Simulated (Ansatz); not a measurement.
Start from a 16-atom supercell of ZnS in the zinc blende structure (space group F-43m, No. 216; a = 5.443 Å) at its relaxed geometry.

The values are results of PBE, PAW, 420 eV (Ansatz, a program for electronic structure; no spin-orbit coupling), not measurements.

Base values:

The mean distance from the defect site to its nearest host atoms comes out as 2.36 Å and the pressure comes out as 0.0 GPa.

The change: one Zn atom is replaced by Ge, atoms relaxed at fixed cell, starting from a slightly rattled geometry.

Tabulated Pauling electronegativity and covalent radius: Zn 1.65, 1.22 Å; Ge 2.01, 1.20 Å.

Task: What happens to the mean distance from the defect site to its nearest host atoms, pressure and largest displacement of a host atom from its site in the perfect cell?

Result: The mean distance from the defect site to its nearest host atoms rises by 0.16 Å to 2.52 Å; the pressure goes from zero to 3.4 GPa; the largest displacement of a host atom from its site in the perfect cell amounts to 0.17 Å.

Other magnetic orders, which the real material may have, were not ruled out. The cell is small, so the values are those of an ordered compound at a high defect concentration; dilute-limit values will differ. Seeded moments were not kept for Ge on a Zn site. The defect cell is spin-polarised and ends with 0.0 μB.
